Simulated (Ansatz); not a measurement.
**Al2Au, response to strain**

Take Al2Au (space group Fm-3m, No. 225; a = 6.003 Å; relaxed with 0.1 eV smearing) as the base.

Strains are applied to the cell and any free atomic positions relax.

Computed with PBEsol (Ansatz, an electronic-structure program, PAW, no SOC).

Notes on the quantities. energy relative to the base: free energy F.

| change | energy relative to the base | pressure | shortest interatomic distance |
|---|---|---|---|
| base | 0 meV/atom | 0.0 GPa | 259.9 pm |
| isotropic strain −3.00 % | +59 meV/atom | 13.0 GPa | 252.1 pm |
| isotropic strain −2.50 % | +40 meV/atom | 10.4 GPa | 253.4 pm |
| isotropic strain −1.00 % | +6.0 meV/atom | 3.7 GPa | 257.3 pm |
| isotropic strain +0.50 % | +1.4 meV/atom | -1.7 GPa | 261.2 pm |
| isotropic strain +1.00 % | +5.6 meV/atom | -3.2 GPa | 262.5 pm |
| isotropic strain +1.50 % | +12 meV/atom | -4.6 GPa | 263.8 pm |
| isotropic strain +2.00 % | +22 meV/atom | -5.9 GPa | 265.1 pm |
| isotropic strain +2.50 % | [?] | [?] | 266.4 pm |
| isotropic strain +3.00 % | +47 meV/atom | -8.2 GPa | 267.7 pm |

Q: Complete the table.

A: 
- isotropic strain +2.50 %, energy relative to the base: +33 meV/atom
- isotropic strain +2.50 %, pressure: -7.1 GPa

Whether these cells are dynamically stable was not tested.
